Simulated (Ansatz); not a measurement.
Base system: BAs in the zinc blende structure (space group F-43m, No. 216; a = 4.8093 Å).

Method: Kohn–Sham DFT with the PBE functional, run in Ansatz (a first-principles code) with PAW and 420 eV plane waves, without spin-orbit coupling.

For the base:

- Pressure = 0.0 kbar
- Band gap = 1.21 eV
- Hole mass = 0.21, 0.24, 0.24 mₑ (at Γ)

Modification: the cell is scaled by 0.9700 in all directions; the atoms relax in the strained cell.

Problem. Estimate the effect on the energy relative to the base, pressure, band gap and hole mass.

Solution. The energy grows by 51 meV/atom; the pressure goes from zero to 144.8 kbar; the band gap shrinks by 0.095 eV (1.21 eV → 1.11 eV); the hole mass (degenerate bands, along [100]) goes from 0.21, 0.24, 0.24 mₑ (at Γ) to 0.22, 0.22, 0.25 mₑ (at Γ).

Effective masses come from finite differences of ±0.01 Å⁻¹. Whether these cells are dynamically stable was not tested.
